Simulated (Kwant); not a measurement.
System: wire with a side stub in a Si two-dimensional gas. Effective mass 0.19 mₑ, grid spacing 1.7 nm, hard walls, nominal width 40 nm (23 grid rows, so walls 40.8 nm apart), one parabolic valley, scattering region 120 nm long along x; energies count from the band bottom; Fermi energy swept from 0.00098955 to 0.011751 eV. Closed stub on one side, 55 nm wide and 27 nm deep.

Constants are typed, rounded textbook-type inputs, not results; the design itself was drawn at random and stands for no fabricated device.

Kwant, effective-mass tight-binding model on a square grid, one spin, coherent transport at 0 K. Conductance is in e²/h.

### Question
How many channels do the leads carry at E = 6.69, 11.8 meV?

### Answer
The hard-wall thresholds are n² ħ²π²/(2mW²) = n² × 1.19 meV with W = 40.8 nm. √(6.69/1.19) = 2.37, so 2. √(11.8/1.19) = 3.14, so 3.
